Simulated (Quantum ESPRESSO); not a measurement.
A self-consistent single point of MoTe₂ (P6_3/mmc, 6 atoms in the cell) with Quantum ESPRESSO.

Computed with PBE, PseudoDojo standard norm-conserving (PBE) pseudopotentials (plane waves; Quantum ESPRESSO).

```xyz
6
Lattice="1.7193 -2.9780 0.0000 1.7193 2.9780 0.0000 0.0000 0.0000 13.6375" Properties=species:S:1:pos:R:3 pbc="T T T"
Te     1.7193     0.9927    11.9874
Te     1.7193    -0.9927     5.1686
Te     1.7193    -0.9927     1.6501
Te     1.7193     0.9927     8.4689
Mo     1.7193     0.9927     3.4094
Mo     1.7193    -0.9927    10.2281
```

Reference input (self-consistent single point, DFT, PBE, plane waves, PSlibrary PAW (PBE) pseudopotentials): ecutwfc = 55 Ry; ecutrho = 330 Ry; occupations = smearing; smearing = fermi-dirac; degauss = 0.00147 Ry; potentials = {Te: Te.pbe-n-kjpaw_psl.1.0.0.UPF, Mo: Mo.pbe-spn-kjpaw_psl.1.0.0.UPF}; K_POINTS = automatic 6 6 2 0 0 0; conv_thr = 1e-11 Ry. This run's input differs from it in these lines:

```diff
@@ -12,4 +12,3 @@
    ntyp = 2
-   ecutwfc = 55
-   ecutrho = 330
+   ecutwfc = 85
    occupations = 'smearing'
@@ -22,4 +21,4 @@
 ATOMIC_SPECIES
-Te   127.6000  Te.pbe-n-kjpaw_psl.1.0.0.UPF
-Mo    95.9500  Mo.pbe-spn-kjpaw_psl.1.0.0.UPF
+Te   127.6000  Te.upf
+Mo    95.9500  Mo.upf
 ATOMIC_POSITIONS bohr
```

The program printed (abridged):

```
     Self-consistent Calculation

     iteration #  1     ecut=    85.00 Ry     beta= 0.70

     Threshold (ethr) on eigenvalues was too large:
     Diagonalizing with lowered threshold

     total energy              =   -1119.39074445 Ry
     estimated scf accuracy    <       0.25786562 Ry

     iteration #  2     ecut=    85.00 Ry     beta= 0.70

     total energy              =   -1119.32557006 Ry
     estimated scf accuracy    <       0.53393298 Ry

     iteration #  3     ecut=    85.00 Ry     beta= 0.70

     total energy              =   -1119.41301979 Ry
     estimated scf accuracy    <       0.58357732 Ry

   [... 10 blocks of this kind left out ...]

     iteration # 14     ecut=    85.00 Ry     beta= 0.70

     total energy              =   -1119.47758421 Ry
     estimated scf accuracy    <          6.1E-11 Ry

     iteration # 15     ecut=    85.00 Ry     beta= 0.70
     End of self-consistent calculation

     the Fermi energy is    14.4967 ev

!    total energy              =   -1119.47758421 Ry
     estimated scf accuracy    <          1.9E-12 Ry
     smearing contrib. (-TS)   =      -0.00000000 Ry
     internal energy E=F+TS    =   -1119.47758421 Ry

     convergence has been achieved in  15 iterations

     Forces acting on atoms (cartesian axes, Ry/au):

     atom    1 type  1   force =     0.00000000    0.00000000    0.05006239
     atom    2 type  1   force =    -0.00000000   -0.00000000    0.05006239
     atom    3 type  1   force =     0.00000000   -0.00000000   -0.05006239
     atom    4 type  1   force =     0.00000000   -0.00000000   -0.05006239
     atom    5 type  2   force =     0.00000000    0.00000000    0.00000000
     atom    6 type  2   force =     0.00000000   -0.00000000    0.00000000

     Total force =     0.100125     Total SCF correction =     0.000016

          total   stress  (Ry/bohr**3)                   (kbar)     P=      116.55
   0.00072670  -0.00000000   0.00000000          106.90       -0.00        0.00
   0.00000000   0.00072670   0.00000000            0.00      106.90        0.00
   0.00000000   0.00000000   0.00092347            0.00        0.00      135.85

   JOB DONE.
```

The run converged in 15 iterations. Against the reference run the pressure goes from 11.88 to 11.65 GPa, the largest force goes from 1.349 to 1.287 eV/Å and the gap on the mesh goes from 0.792 to 0.809 eV.

The starting cell has typed, rounded lattice constants, without a prior relaxation at this level. Its lattice was rescaled by a random factor within 2.5 % of one. Spin-orbit coupling is off. With a pressure of about 12 GPa the cell is away from its equilibrium volume at this level. Forces in this geometry exceed 1 eV/Å.

Cost on one core of a shared machine: roughly 2 min.
